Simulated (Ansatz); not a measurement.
The starting structures come from a database of crystals and need not be the phases stable at ambient conditions.

 Where the default PAW files enter, the runs use the earlier of Ansatz's two default sets.

Tunnelling through a barrier is set by its complex band structure: the current falls as exp(−2κd) with the smallest κ.

Consider the following.

```
CELL_PARAMETERS angstrom
      5.51621     0.00000     0.00000
     -2.75811     4.77718     0.00000
      2.75810     1.59239     4.71778
ATOMIC_POSITIONS crystal
  In 0.71424 0.35712 0.92864
  In 0.28576 0.64288 0.07136
  In 0.28576 0.14288 0.57136
  In 0.71424 0.85712 0.42864
  O  0.20350 0.25000 0.25000
  O  0.79649 0.75000 0.75000
  O  0.50000 0.95351 0.25000
  O  0.50000 0.04650 0.75000
  O  0.79649 0.54649 0.25000
  O  0.20350 0.45350 0.75000
```

Space group of this cell: R-3c, corundum. The cell is strained (lengths along the current scaled by 0.97, ions clamped); by r2SCAN its mean pressure is 4.4 GPa.

Transport runs along the normal of the first two printed cell vectors, the (001) (indices of the unstrained crystal) plane of the conventional cell.

No gap correction and no spin-orbit coupling; mid-gap values are interpolated between computed energies.

Problem. Give the band gap and the smallest decay constant κ at mid-gap that r2SCAN (Ansatz, a first-principles code) yields.

Solution. Gap 1.94 eV on a 8×8×8 mesh; κ = 0.174 1/Å, at the zone centre.
